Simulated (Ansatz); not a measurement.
Data:

```
ZrO2
1.0
    3.74705     0.00000     0.00000
    0.00000     3.74705     0.00000
    0.00000     0.00000     5.22210
Zr O
2 4
Direct
  0.00000   0.00000   0.00000
  0.50000   0.50000   0.50000
  0.00000   0.50000   0.18608
  0.00000   0.50000   0.68608
  0.50000   0.00000   0.31392
  0.50000   0.00000   0.81392
```

No spin polarisation.

The values are results of PBE in Ansatz (plane waves to 420 eV, PAW, no spin-orbit coupling), not measurements. Settings: 9×9×6 k-points, 0.05 eV Fermi–Dirac smearing.

Q: Predict the smallest direct gap and pressure.

A: 
- Smallest direct gap = 3.49 eV
- Pressure (mean of the normal stresses, compression positive) = -10.84 GPa

The cells carry an imposed strain or load. Whether these cells are dynamically stable was not tested. The cell was made from ZrO$_{2}$ (space group P4_2/nmc, No. 137) by this change: biaxial strain +3.48 %, plane normal [001], relaxed out of plane. This is not the structure that ZrO2 has at room temperature and ambient pressure.

Ansatz is a program for electronic structure.
